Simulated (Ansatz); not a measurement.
System: Ta3N5 (Cmcm, No. 63). Method: PBE0 (Ansatz, a first-principles code, plane waves, PAW).

Numerical settings: plane-wave cutoff 460 eV, 6×6×2 k mesh (along the axes of the cell as run), Fermi–Dirac smearing 0.01 eV, scalar-relativistic PAW data made under PBE.

Cell (measured lattice):

Ta₃N₅ is modelled in the orthorhombic space group Cmcm (No. 63), Pearson symbol oS32. Cell: a = 3.886 Å, b = 10.212 Å, c = 10.262 Å, α = 90.00°, β = 90.00°, γ = 90.00°. Ta1 on 4c has 6 N at 2.035–2.137 Å. Ta2 on 8f is surrounded by 4 N at 1.954–2.039 Å and 2 N at 2.220–2.241 Å. N1 on 4c has 2 Ta at 2.057 Å and 2 Ta at 2.220 Å. N2 on 8f sees 3 Ta at 1.954–2.039 Å. N3 on 8f sees 2 Ta at 2.034 Å and 2 Ta at 2.137–2.241 Å. (Neighbours: up to the widest gap in distance over summed covalent radii, below 1.35, at either atom; cation-cation and far metal-metal contacts left out.)
(The calculation used a cell of 16 atoms; values per cell refer to that cell.)

### Question
Estimate the band gap, smallest direct gap on the k points sampled and direct gap at Γ that the calculation returns.

### Answer

band gap: 2.90 eV
smallest direct gap on the k points sampled: 3.13 eV
direct gap at Γ: 3.17 eV

Measured, for comparison: band gap 2.18 eV (temperature not stated, no zero-point or thermal correction, indirect, Tauc analysis with phonon absorption and emission, films; as tabulated in Eichhorn et al. (2021), doi:10.1039/d1ta05282a).

Note: cell and atoms aren't relaxed at this level (largest force component 0.28 eV/Å, pressure -0.5 GPa).

Spin–orbit coupling is not included.
